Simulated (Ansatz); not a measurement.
Adsorption energy and surface dipole of N2 on the 1x1 (111) surface of fcc Cu, one in a 2x2 cell, started at the site 'hollow Cu-Cu-Cu over Cu at depth 4.1 Å', worked from the runs' numbers; total energies count from the potentials' own zero.

Method: PBE with D3(BJ) dispersion (plane waves to 420 eV, PAW; Ansatz, a program for electronic structure).

Model: 18-atom slab, 6.2 Å thick at the start under the adsorbate (thin: gaps and levels are the slab's own), 6x6x1 mesh, Fermi-Dirac 0.1 eV, dipole correction, 8 atoms held, the rest relaxed; held to the start's symmetry, so lower structures may exist; no spin, no spin-orbit, no U. At the end no host atom lies within bonding distance. In D3-corrected PBE this state lies 0.03 eV over the lowest of the starts that converged ('bridge Cu-Cu (span 2.6 Å)').

| quantity | value |
|---|---|
| slab with the adsorbate | -106774.063 eV |
| clean slab, same cell and mesh | -106005.912 eV |
| reference, N2(g) | -768.038 eV |
| area of the cell | 22.82 Å² |
| change of the step from the bottom to the top vacuum level | -0.131 eV |

What is the adsorption energy against this reference?

E(slab + adsorbate) − E(slab) − E(reference) = -0.11 eV, so in this state the adsorbate is more stable than in the reference, at a coverage of 4.38 a nm².

What dipole does adsorption add to the slab along the outward normal (Helmholtz relation, ε₀ = 0.005526 e/(V·Å))?

p = −ε₀·A·ΔV = 0.017 e·Å = 0.08 D; its positive end points to the vacuum, which lowers the vacuum level.
